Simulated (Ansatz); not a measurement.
The parent structure is MoS₂ in the 2H-MoS2 type structure (space group P6_3/mmc, No. 194; a = 3.173 Å, c = 12.437 Å; layered, stacked along the Cartesian z axis).

Calculations: Ansatz (a program for electronic structure) r2SCAN+rVV10, no spin-orbit coupling.

One change was made to it. Results:

```csv
quantity,base,after
c/a ratio,3.920,3.835
lattice parameter a,3.173 Å,3.158 Å
```

Problem. Which change produced these results?
A) pressure 18 GPa
B) pressure 9 GPa
C) pressure 4.2 GPa
D) pressure 1.8 GPa
E) pressure 60 GPa

Solution. D, pressure 1.8 GPa. For comparison, the lattice parameter a in the other runs: pressure 9 GPa gives 3.107 Å; pressure 4.2 GPa gives 3.140 Å; pressure 18 GPa gives 3.054 Å; pressure 60 GPa gives 2.882 Å.

The mesh was chosen for an insulator and is coarse for the gapless case. Load acts through the strain it causes; cell and atoms are relaxed under it. Stability against distortions was not tested. No other phases were tried under pressure. The final runs are not spin-polarised.
